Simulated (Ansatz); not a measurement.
For SnF4 (I4/mmm, No. 139), LDA (Ansatz, an electronic-structure program, PAW) gives:

* **lattice parameter a**: 4.042 Å
* **lattice parameter c**: 7.569 Å

What does r²SCAN-D4 (Ansatz, plane waves, PAW) give for the same quantities?


- lattice constant a: 4.070 Å (rises by 0.7 %)
- lattice parameter c: 7.773 Å (goes up by 2.7 %)

Changes are worked out from the printed values.

Unless a cell is named, each level is at its own relaxed cell (LDA 12.36, r²SCAN-D4 12.87 Å³/atom).

Ansatz's density-functional and Hartree–Fock values are scalar-relativistic unless marked +SOC, with PAW data made under PBE.
